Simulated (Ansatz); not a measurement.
The starting structures come from a database of crystals and need not be the phases stable at ambient conditions.

 Where the default PAW files enter, the runs use the earlier of Ansatz's two default sets.

By PBEsol, the system below comes out a metal.

The ballistic (Sharvin) conductance counts the channels at the Fermi level: G/A = (e²/h) × channels of both spins per area.

```yaml
crystal:
  lattice:
    - [4.89322, 0.00000, 0.00000]
    - [0.00000, 12.60137, 0.00000]
    - [2.44661, 0.00000, 1.41255]
  atoms:
    - { symbol: Al, position: [0.33333, 0.25000, 0.00000] }
    - { symbol: Al, position: [0.66667, 0.75000, 0.00000] }
    - { symbol: Cr, position: [0.66667, 0.41494, 0.00000] }
    - { symbol: Cr, position: [0.33333, 0.58506, 0.00000] }
    - { symbol: Cr, position: [0.33333, 0.91494, 0.00000] }
    - { symbol: Cr, position: [0.66667, 0.08506, 0.00000] }
    - { symbol: C, position: [0.00000, 0.50000, 0.00000] }
    - { symbol: C, position: [0.00000, 0.00000, 0.00000] }
```

Space group of this cell: P6_3/mmc. The cell is taken as given; by PBEsol its mean pressure is -2.9 GPa.

The current flows along the normal of the first two printed cell vectors, the (110) plane of the conventional cell. No spin-orbit coupling; the value is a mean over 0.1 eV about the Fermi level.

### Question
Compute, with PBEsol (Ansatz, a program for electronic structure), the ballistic conductance per area.

### Answer
0.89 × 10¹⁵ S/m² for both spins.
